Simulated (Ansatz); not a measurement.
Base system: BP in the zinc blende structure (space group F-43m, No. 216).

```xyz
2
Lattice="0.0000 2.2683 2.2683 2.2683 0.0000 2.2683 2.2683 2.2683 0.0000" Properties=species:S:1:pos:R:3 pbc="T T T"
P      3.4024     3.4024     3.4024
B      0.0000     0.0000     0.0000
```

Cartesian axes are those of the cell as printed.

All numbers come from r2SCAN (Ansatz, a first-principles code), no SOC.

Before the change:

```
Property                            Result
---------------------  -------------------
Valence-band top at Γ  0.00, 0.00, 0.00 eV
Band gap                           1.41 eV
Smallest direct gap                3.60 eV
```

Perturbation: tensor shear ε_xy = −1.46 % (engineering shear γ = -0.0292), atoms relaxed at fixed cell.

Question: What does the calculation give for the valence-band top at Γ, band gap, stress and smallest direct gap after the change?

Answer: The valence-band top at Γ (three highest levels, from the VBM) goes from 0.00, 0.00, 0.00 eV to 0.00, -0.14, -0.25 eV; the band gap falls by 0.22 eV (1.41 eV → 1.19 eV); the stress (xx, yy, zz, yz, xz, xy; compression positive) comes out as (0.17, 0.17, -0.02, 0.00, 0.00, 5.77) GPa; the smallest direct gap falls by 0.38 eV, from 3.60 eV to 3.22 eV.

The cells carry an imposed strain or load. No phonon test of stability was made.
